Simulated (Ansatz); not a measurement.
## What isotropic strain +1.00 % does to BeS

The parent structure is BeS in the zinc blende structure (space group F-43m, No. 216; a = 4.876 Å).

The change: an isotropic linear strain of +1.00 %, atoms relaxed at fixed cell.

Calculations: PBE/PAW in Ansatz (an electronic-structure program), scalar-relativistic without spin-orbit coupling. Settings: 12×12×12 k-points, 0.05 eV Fermi–Dirac smearing.

| quantity | base | changed | shift |
|---|---|---|---|
| volume per atom | 14.49 Å³ | 14.93 Å³ | +0.44 Å³ |
| shortest interatomic distance | 211.1 pm | 213.3 pm | +2.11 pm |
| energy relative to the base (free energy F) | 0 meV/atom | +3.7 meV/atom | +3.7 meV/atom |
| pressure | 0.0 kbar | -26.2 kbar | -26.2 kbar |
| band gap | 3.15 eV | 3.21 eV | +0.06 eV |
| gap character | indirect, Γ → X | indirect, Γ → X | – |
| smallest direct gap | 5.61 eV | 5.50 eV | -0.11 eV |
| mean gap deformation potential ΔEg/Δln V | – | +2.1 eV | – |
| width of the top valence band | 3.27 eV | 3.13 eV | -0.14 eV |
| electron mass | 0.84 mₑ along k, 0.29 mₑ across (at X) | 0.85 mₑ along k, 0.30 mₑ across (at X) | – |
| hole mass (degenerate bands, along [100]) | 0.34, 0.57, 0.57 mₑ (at Γ) | 0.33, 0.59, 0.59 mₑ (at Γ) | – |

Masses are band curvatures over ±0.01 Å⁻¹ around the edge. Along k means along the line from Γ to the band edge. No phonon test of stability was made.
